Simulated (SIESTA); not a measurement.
SIESTA run on TiB₂Mo (P1, 4 atoms in the cell): self-consistent single point.

Method: SIESTA with LDA PW92, numerical atomic orbitals DZP, PseudoDojo LDA standard norm-conserving potentials (rewritten from UPF to PSML).

The change in words: atoms moved at random. Reference geometry:
```
TiB2Mo
1.0
    3.11544     0.00000     0.00000
    0.00000     1.60565     4.26666
    0.00000    -1.60565     4.26666
Ti B Mo
1 2 1
Direct
  0.00000   0.14730   0.14730
  0.50000   0.55875   0.55875
  0.00000   0.43994   0.43994
  0.50000   0.85402   0.85402
```

Reference input (self-consistent single point, DFT, LDA PW92, numerical atomic orbitals DZP, PseudoDojo LDA standard norm-conserving potentials (rewritten from UPF to PSML)): XC.functional = LDA; XC.authors = PW92; potentials = PseudoDojo LDA standard; PAO.BasisSize = DZP; PAO.EnergyShift = 0.01 Ry; MeshCutoff = 350 Ry; kgrid.MonkhorstPack = 10 10 10; OccupationFunction = FD; ElectronicTemperature = 100 meV; MaxSCFIterations = 150; SCF.Mixer.Method = Pulay; SCF.Mixer.Weight = 0.1. This run's input differs from it in these lines:

```diff
@@ -19,6 +19,6 @@
 %block AtomicCoordinatesAndAtomicSpecies
-     0.000000000   -0.000000000    2.375307552  1
-     2.943664179    0.000000000    9.010204307  2
-     0.000000000    0.000000000    7.094316390  2
-     2.943664179   -0.000000000   13.771623593  3
+    -0.023590525    0.007182048    2.453637874  1
+     2.865816036   -0.074211458    9.014106713  2
+     0.143815657   -0.011220622    6.987048598  2
+     2.901287189    0.078246998   13.796666720  3
 %endblock AtomicCoordinatesAndAtomicSpecies
```

The program printed (abridged):

```
        iscf     Eharris(eV)        E_KS(eV)     FreeEng(eV)     dDmax    Ef(eV) dHmax(eV)
   scf:    1    -3616.856774    -3674.841272    -3674.873606  1.602068 -4.142579 20.148570
   scf:    2    -3693.662612    -3685.381182    -3685.411690  0.182433 -4.499646 12.004224
   scf:    3    -3693.366834    -3691.490661    -3691.514644  0.149146 -5.223999  5.033208
   scf:    4    -3688.624362    -3691.120884    -3691.152365  0.233438 -5.464489  5.143157
   scf:    5    -3684.241106    -3688.102553    -3688.137132  0.104995 -5.412781  9.231936
   [... 5 lines left out ...]
   scf:   11    -3692.292424    -3692.292411    -3692.320000  0.000781 -5.721473  0.003609
   scf:   12    -3692.292413    -3692.292412    -3692.320001  0.000094 -5.721847  0.001918
   scf:   13    -3692.292407    -3692.292410    -3692.320001  0.000280 -5.722186  0.000714
   scf:   14    -3692.292410    -3692.292410    -3692.320002  0.000037 -5.722158  0.000676
SCF Convergence by DM+H criterion
max |DM_out - DM_in|         :     0.0000369708
max |H_out - H_in|      (eV) :     0.0006757122
SCF cycle converged after 14 iterations

Using DM_out to compute the final energy and forces

siesta: E_KS(eV) =            -3692.2924

siesta: E_KS - E_eggbox =     -3692.2924

siesta: Atomic forces (eV/Ang):
     1   -0.036671   -0.176577   -0.885649
     2    0.580028    0.555160    0.187315
     3   -1.197755    0.341468    0.827125
     4    0.654508   -0.720461   -0.133215
   Tot    0.000109   -0.000411   -0.004424
   Max    1.197755
   Res    0.625644    sqrt( Sum f_i^2 / 3N )
   Max    1.197755    constrained

Stress tensor Voigt[x,y,z,yz,xz,xy] (kbar):      173.66      199.77      193.73      -12.26        3.55        4.66
(Free)E + p*V (eV/cell)    -3697.3569
   [... lines left out ...]
siesta: FreeEng =     -3692.320002
siesta: Cell volume =         42.686326 Ang**3
siesta:        -189.05449311       -233.93773014  kBar
   [... lines left out ...]
   4 14.031   1.838   0.094   0.340   1.884   1.907   1.894   0.433   0.422
              0.418   0.853   0.957   0.797   1.070   0.781   0.150   0.083

              0.044   0.021   0.044

mulliken: Qtot =       32.000

Mulliken Atomic Populations:
Atom #   charge [q] valence [e]  Species
     1     0.497686   11.502314  Ti
     2    -0.224420    3.224420  B
     3    -0.242285    3.242285  B
     4    -0.030981   14.030981  Mo
 Total    -0.000000
```

The run converged in 14 iterations. Against the reference run the free energy goes up by 34.3 meV/atom, the pressure goes from -20.25 to -18.91 GPa and the largest force goes from 0.093 to 1.495 eV/Å.

The starting cell comes from a database of computed structures (which also holds hypothetical and non-ambient phases and stackings), without a prior relaxation at this level. Its lattice was rescaled by a random factor within 2.5 % of one. For this run, on top of that: atoms moved at random. Spin polarisation is off. Values carry the incompleteness of an atom-centred basis. With a pressure of about -19 GPa the cell is away from its equilibrium volume at this level. Forces in this geometry exceed 1 eV/Å.

Cost on one core of a shared machine: roughly 3 min.
